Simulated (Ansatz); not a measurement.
## HfC: energy against volume

HfC (rock salt, Fm-3m, 12.580 Å³/atom and stress up to 0.01 GPa in the relaxed cell, cube axes along x, y and z) under hydrostatic pressure, with the cell free. PBE in Ansatz, a plane-wave DFT program (PAW, default set), 420 eV, 17×17×17 Γ-centred mesh, Fermi-Dirac smearing 0.05 eV; ions are relaxed, or left where forces stay under 0.02 eV/Å, within the symmetry of each cell.

Here V stands for volume and E for E less E0.

| volume (Å³/atom) | E less E0 (meV/atom) | pressure (GPa) |
|---|---|---|
| 12.6900 | 0.68 | -2.00 |
| 12.6345 | 0.17 | -1.00 |
| 12.5797 | 0.00 | 0.01 |
| 12.5327 | 0.13 | 0.89 |
| 12.4704 | 0.72 | 2.09 |
| 12.3498 | 3.20 | 4.48 |
| 12.1372 | 12.12 | 9.00 |
| 11.8796 | 31.34 | 15.00 |
| 11.3314 | ? | ? |

Fit E of the 8 rows that show it with the third-order Birch-Murnaghan form, a cubic in V^(-2/3). With u = V^(-2/3) - 0.1866, the rows have u = -0.0027943, -0.0022564, -0.0017215, -0.0012595, -0.0006428, 0.0005659, 0.0027452, 0.0054726. Least squares gives E = 1.818 + 2096.9·u + 604161·u² - 288966·u³. Residuals (row less fit): -0.002, 0.004, 0.000, -0.006, 0.000, 0.002, -0.001, 0.000; standard error 0.004 (degrees of freedom: 4). Its minimum lies at u = -0.0017332, so V0 = (0.1848668)^(-3/2) = 12.58. There d²E/du² = 1211000 and d³E/du³ = -1734000, so B0 = (4/9) × 12.58^(-7/3) × 1211000 × 0.160218 = 234 GPa (the last factor turns the table's units into GPa), and B0' = 4 + (2/3) × 0.1848668 × (-1734000)/1211000 = 3.8. B0' rests on the cubic coefficient alone and has a standard error of 0.1 from these residuals.

Task: What does the fit predict for E at V = 11.3314, and how far is the calculated value from it?

Result: u = 0.0116185, so E = 1.818 + 2096.9 × 0.0116185 + 604161 × 0.0116185² - 288966 × 0.0116185³ = 107.283 meV/atom. The calculation gives 107.40 meV/atom, 0.117 meV/atom above the prediction (0.1 % of the range of E in the table). The row lies outside the fitted rows, so this is an extrapolation. The scatter of the fitted rows lies at the last printed digit.

In a metal these values are sensitive to mesh and smearing; energies are taken to zero smearing, stresses follow the free energy. Other structures, which can take over under pressure, weren't tried. The same form fitted to the pressure column gives B0' = 3.9; series where the two differ by over 0.4 aren't shown. Rows are the converged runs of the series near zero and its far end, less any whose ions stayed unrelaxed beside relaxed ones; series whose fitted rows scatter by over a few per cent of the range, as at a crossing or softening among them, aren't shown in this form.
